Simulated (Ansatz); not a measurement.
System: pyrite PtAs2. Method: PBEsol in Ansatz (plane waves, PAW).

Run with plane-wave cutoff 520 eV, 6×6×6 k mesh, Fermi–Dirac smearing 0.01 eV, scalar-relativistic PAW data made under PBE.

Cell (measured lattice):

```xyz
12
Lattice="5.9670 0.0000 0.0000 0.0000 5.9670 0.0000 0.0000 0.0000 5.9670" Properties=species:S:1:pos:R:3 pbc="T T T"
As     3.6814     5.2691     0.6979
As     0.6979     3.6814     5.2691
As     3.6814     3.6814     3.6814
As     2.2856     2.2856     2.2856
As     5.2691     0.6979     3.6814
As     5.2691     2.2856     0.6979
As     0.6979     5.2691     2.2856
As     2.2856     0.6979     5.2691
Pt     0.0000     2.9835     2.9835
Pt     2.9835     0.0000     2.9835
Pt     0.0000     0.0000     0.0000
Pt     2.9835     2.9835     0.0000
```

Estimate the band gap, smallest direct gap on the k points sampled and direct gap at Γ that the calculation returns.


* **band gap**: 0.25 eV
* **smallest direct gap on the k points sampled**: 1.04 eV
* **direct gap at Γ**: 1.67 eV

Note: cell and atoms aren't relaxed at this level (pressure 1.1 GPa).

Spin–orbit coupling is not included; it can close the smallest gap of 0.25 eV.

The computed numbers hold no vibrational or temperature effects.

It cost roughly 2.6 core-minutes of CPU time.

Ansatz is a quantum-chemistry and plane-wave program.
